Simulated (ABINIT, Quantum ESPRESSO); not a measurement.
A Quantum ESPRESSO input for a self-consistent single point of BeCo (P1, 2 atoms in the cell) (DFT, PBEsol, plane waves, PseudoDojo standard norm-conserving (PBESOL) pseudopotentials):

```fortran
&control
  calculation = 'scf'
  prefix = 'beco'
  outdir = './tmp/'
  pseudo_dir = './'
  tprnfor = .true.
  tstress = .true.
/
&system
  ibrav = 0
  celldm(1) = 4.8599031610
  nat = 2
  ntyp = 2
  ecutwfc = 100
  occupations = 'smearing'
  smearing = 'fd'
  degauss = 0.0073499
  nspin = 2
  starting_magnetization(2) = 0.176
/
&electrons
  conv_thr = 1.0d-10
  mixing_beta = 0.3
/
ATOMIC_SPECIES
Be     9.0122  Be.upf
Co    58.9332  Co.upf
CELL_PARAMETERS alat
   1.0000000000     0.0000000000     0.0000000000
   0.0000000000     1.0000000000     0.0000000000
   0.0000000000     0.0000000000     1.0000000000
ATOMIC_POSITIONS angstrom
Be    0.0076200953    0.0197999033    0.0572265810
Co    1.2782549048    1.2660750968    1.2286484190
K_POINTS automatic
9 9 9  0 0 0
```

### Question
Write the same calculation as an input for ABINIT.

### Answer
This is the input that was run; spellings and numerical settings could be chosen otherwise.

```
# BeCo, PseudoDojo nc-sr-04 PBEsol standard
pp_dirpath "./"
pseudos "Be.upf, Co.upf"
acell 4.8599031610 4.8599031610 4.8599031610
rprim
         1.0000000000    0.0000000000    0.0000000000
         0.0000000000    1.0000000000    0.0000000000
         0.0000000000    0.0000000000    1.0000000000
natom 2
ntypat 2
znucl 4 27
typat 1 2
xcart
         0.0076200953    0.0197999033    0.0572265810
         1.2782549048    1.2660750968    1.2286484190
      Angstrom
ecut 1306 eV
nsppol 2
spinat
      0 0 0
      0 0 3
occopt 3
tsmear 0.1 eV
nband 17
kptopt 1
ngkpt 9 9 9
nshiftk 1
shiftk 0 0 0
nstep 50
tolvrs 1.0e-12
prtwf 0
prtden 0
prtvol 1
enunit 2
```

Basis, cutoffs, solver keys and any potentials are the target program's own. This input uses DFT, PBEsol, plane waves, norm-conserving pseudopotentials (PseudoDojo nc-sr-04 PBEsol standard).

The starting cell comes from a database of computed structures (which also holds hypothetical and non-ambient phases and stackings), without a prior relaxation at this level. For this run, on top of that: atoms moved at random.
